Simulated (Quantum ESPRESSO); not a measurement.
# Pressure against volume in In (space group 139) (Quantum ESPRESSO, PBE)

```
In
1.0
   -1.59611     1.59611     2.43099
    1.59611    -1.59611     2.43099
    1.59611     1.59611    -2.43099
In
1
Direct
  0.00000   0.00000   0.00000
```

Method: PBE, PSlibrary PAW (PBE) pseudopotentials (plane waves; Quantum ESPRESSO 7.5). Settings: ecutwfc = 65 Ry; ecutrho = 390 Ry; occupations = smearing; smearing = fermi-dirac; degauss = 0.0036749 Ry; potentials = {In: In.pbe-dn-kjpaw_psl.1.0.0.UPF}; K_POINTS = automatic 25 25 25 0 0 0; conv_thr = 1e-10 Ry; mixing_beta = 0.7. The cell above is the first row's. The rows scale it uniformly. In all rows the k mesh is held.

| V (Å^3/atom) | P (GPa) |
|---|---|
| 24.772 | 4.74 |
| 25.311 | 3.53 |
| 25.849 | 2.47 |
| 26.388 | 1.52 |
| 26.926 | 0.68 |
| 27.465 | -0.06 |
| 28.004 | -0.72 |
| 28.542 | -1.30 |
| 29.081 | ? |

Task: Fit P against V with a cubic, and predict the withheld value at V = 29.081.

Result: With u = V - 26.7, the rows have u = -1.9280, -1.3890, -0.8510, -0.3120, 0.2260, 0.7650, 1.3040, 1.8420. Least squares gives P = 1.020 - 1.5408·u + 0.1761·u² - 0.01292·u³. Residuals (row less fit): 0.002, -0.005, 0.003, 0.002, -0.001, 0.001, -0.002, 0.001; standard error 0.003 (degrees of freedom: 4). The fitted pressure is zero at V0 = 27.42, where dP/dV = -1.308, so B0 = -V0·dP/dV = 35.9 GPa. At the withheld row, u = 2.3810, so P = 1.020 - 1.5408 × 2.3810 + 0.1761 × 2.3810² - 0.01292 × 2.3810³ = -1.825 GPa. The calculation gives -1.82 GPa, which the fit meets to the printed digits. The row lies outside the fitted rows, so this is an extrapolation. From the scatter of the fitted rows alone, a prediction at this place has a standard error of 0.009 GPa, so the miss is 0.6 times that.

Carrying the step between the two nearest rows on in a straight line would have given -1.88, off by 0.06; series whose last step already gives the withheld value aren't shown. The scan was laid around a cell of about the measured size, scaled by a guess for this functional; axis ratios and inner coordinates come from that cell. The shape of the cell and the inner coordinates aren't relaxed, so V0 and B0 belong to this uniform scaling; a relaxed crystal lies no higher in energy and is usually softer. Cutoffs and mesh are single choices, not tested for convergence of this quantity. Series with a scatter that would blur these digits, or in which a gap closes, are not shown.
